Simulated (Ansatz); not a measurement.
The cell holds a phase that need not be the ambient bulk phase of that material.

```json
{
 "junction": "interface of Ti fcc (111) and Ti hcp (0001), in-plane lattice of the first",
 "cell_area": "7.32 Å²",
 "transmission_a_spin": "0.5258",
 "channels_of_the_lower_lead": "1.323",
 "channels_of_the_upper_lead": "0.6680"
}
```

Level of theory: PBE (plane waves, PAW; Ansatz, a quantum-chemistry and plane-wave program).

Task: Work out the resistance-area product that the junction adds between diffusive leads.

Result: AR = A (h/2e²)[1/T − 1/(2N₁) − 1/(2N₂)] = 7.32 × 10⁻²⁰ m² × 12906 Ω × 0.775 = 0.73 × 10⁻¹⁵ Ω m².
